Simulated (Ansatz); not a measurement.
Stishovite (SiO2), treated with PBE0 in Ansatz (PAW).

The input as run:

Ansatz 0.2 input:
```yaml
crystal:
  lattice:
    - [4.179, 0.0, 0.0]
    - [0.0, 4.179, 0.0]
    - [0.0, 0.0, 2.6649]
  atoms:
    - { symbol: Si, position: [0.0, 0.0, 0.0] }
    - { symbol: Si, position: [0.5, 0.5, 0.5] }
    - { symbol: O, position: [0.3056551727, 0.3056551727, 0.0] }
    - { symbol: O, position: [0.8056551727, 0.1943448273, 0.5] }
    - { symbol: O, position: [0.1943448273, 0.8056551727, 0.5] }
    - { symbol: O, position: [0.6943448273, 0.6943448273, 0.0] }
basis:
  ecutwfc: 460
  ecutrho_ratio: 4
  xc_grid: 2
kpoints:
  mp_grid: { grid: [6, 6, 8] }
hamiltonian:
  xc: pbe0
  dispersion: none
  pseudopotentials: { kind: paw }
scf:
  occupations: { method: fermi_dirac, width: 0.01 }
  convergence: { dr2_threshold: 0.0000000006 }
output:
  forces: true
  stress: true
  eigenvalues: true
```

Problem. How many irreducible k-points, plane waves at Γ does the program set up, and what pressure does the run end with?

Solution. 50 irreducible k-points, 1057 plane waves at Γ; P = -0.66 GPa, so the cell is stretched on average and its volume would shrink at this level.

Excerpt of the program's output:

```
WARN output.stress: scf.exx.energy_threshold = 1e-6 eV is looser than the 6e-8 eV advised for a stress under a hybrid functional (1e-8 eV for each atom of the …
Crystal: 6 atoms, lattice volume = 46.540 Å³
Basis set: ecut = 460 eV, 1057 PW (Γ), exchange–correlation on 60×60×40 points (8 copies of the dense FFT grid, shifted against one another)
Bands: 22, of which v1, the nominal top of the filled ones, is band 16 counted from 1 (15 counted from 0)
Symmetry: 16 space group operations
Space group: P42/mnm (ITA 136), of the structure as read, at distance tolerance 3.6e-5 Å
k-points: 50 of 288
Functional: x = pbe(κ = 0.804, μ = 0.2195149727645171), c = pbe(β = 0.06672455060314922), warm-up for x = 0.75 pbe(κ = 0.804, μ = 0.2195149727645171) + 0.25 exact, c = pbe(β = 0.06672455060314922)
SCF iter   1: F=—  HF=-3546.993347 eV  |F-HF|=—  |Δ(HF+E_count)|=         —  Δρ=3.67e-3  dr2=2.16e-3
SCF iter   2: F=-3546.993492 eV  HF=-3546.993395 eV  |F-HF|=9.67e-5  |Δ(HF+E_count)|=   4.78e-5  Δρ=1.57e-3  dr2=3.11e-4
Crystal: 6 atoms, lattice volume = 46.540 Å³
Initial density: handed on by an earlier stage of this run
Functional: x = 0.75 pbe(κ = 0.804, μ = 0.2195149727645171) + 0.25 exact, c = pbe(β = 0.06672455060314922)
  ...
Crystal: 6 atoms, lattice volume = 46.540 Å³
SCF iter   4: F=—  HF=-3548.559645 eV  |F-HF|=—  |Δ(HF+E_count)|=  2.16e-10  Δρ=3.27e-6  dr2=2.77e-9
SCF iter   5: F=-3548.559645 eV  HF=-3548.559645 eV  |F-HF|=5.82e-11  |Δ(HF+E_count)|=   1.01e-9  Δρ=5.32e-7  dr2=2.29e-10
SCF 3 converged in 5 iterations: F = -3548.559645 eV  dr2 = 2.29e-10
Free energy (F): -3548.559645 eV
Internal energy: -3548.559645 eV  (E = F + TS)
E sigma→0 (E₀):  -3548.559645 eV
Fermi energy:    13.069320 eV
--- Forces (eV/Å), atoms counted from 1 ---
  atom   1  Si     0.00000000     0.00000000     0.00000000
  atom   2  Si     0.00000000    -0.00000000     0.00000000
  atom   3  O      0.08269440     0.08269440     0.00000000
  atom   4  O      0.08269440    -0.08269440     0.00000000
  atom   5  O     -0.08269440     0.08269440     0.00000000
  atom   6  O     -0.08269440    -0.08269440     0.00000000
--- Stress (GPa, compression-positive) ---
       -0.593708       0.000000       0.000000
        0.000000      -0.593708       0.000000
        0.000000       0.000000      -0.793805
  P = ⅓ Tr σ = -0.6604 GPa (-6.604 kbar)
```

The PAW data were made under PBE.

Note: cell and atoms aren't relaxed at this level (largest force component 0.08 eV/Å, pressure -0.7 GPa).

Ansatz is an electronic-structure program.
